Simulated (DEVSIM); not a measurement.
Device: TaN/Al2O3/n-Si capacitor, at 300 K.

Layer 1 from the left is Al2O3, thickness (nm) 7.90. Layer 2 from the left is Si, thickness (nm) 6400, Nd (cm⁻³) 8.1e15.

Metal gate on the left, work function 4.4 eV. Fixed charge at the semiconductor interface 0 cm⁻² (in units of +e); interface traps 1e10 cm⁻² eV⁻¹, uniform in energy, neutral level at 0.5 of the gap above the valence band.

Constants are typed, rounded textbook-type inputs, not results; the design itself was drawn at random and stands for no fabricated device. Values at 300 K.

Al2O3: gap (eV) 6.8, affinity (eV) 1.35, permittivity 9. Si: gap (eV) 1.124, affinity (eV) 4.05, permittivity 11.7, Nc (cm⁻³) 2.86e19, Nv (cm⁻³) 3.1e19.

DEVSIM, 1D Poisson equation in equilibrium, Boltzmann statistics, complete ionisation; no quantum confinement or tunnelling. Metal contacts follow the ideal Schottky-Mott rule: no Fermi-level pinning, no interface dipoles.

Q: What does the simulation give for the minimum of the low-frequency capacitance, the flat-band voltage, the threshold voltage (band bending 2φF)?

A: minimum of the low-frequency capacitance 0.0353 μF/cm²; flat-band voltage 0.14 V; threshold voltage (band bending 2φF) -0.60 V.
